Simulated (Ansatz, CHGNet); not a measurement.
**Hexagonal WC, c axis length**

Reference value: 2.837 Å (measured, 300 K, not corrected to a static lattice; as tabulated in Wikipedia's data pages).

```tsv
level (code)	value (Å)
CHGNet-r²SCAN	2.843
PBE (Ansatz)	___
PBE-D3(BJ) (Ansatz)	2.833
PBE0 (Ansatz)	2.827
Hartree–Fock (Ansatz)	2.833
```

Question: What belongs in the gaps?

Answer: 
- PBE (Ansatz, a first-principles code), value (Å): 2.846

Differences against the reference: CHGNet-r²SCAN +0.21 %, PBE +0.32 %, PBE-D3(BJ) -0.14 %, PBE0 -0.35 %, Hartree–Fock -0.14 %.

The reference is not for a static lattice or low temperature, so close values are not ranked against it.

The reference isn't brought to a static lattice, while the calculations are for one, so the differences are not the levels' errors alone.  Density-functional levels without +SOC have no spin–orbit coupling. PBE0, Hartree–Fock: the run has no spin polarisation, so it can have missed a magnetic state. Cutoffs and k meshes differ between the levels. Ansatz's density-functional and Hartree–Fock values are scalar-relativistic unless marked +SOC, with PAW data made under PBE.

Machine-learned potentials (CHGNet-r²SCAN) are trained on DFT data: a solid inside that data is no test of them.

Differences are worked out from the printed values.
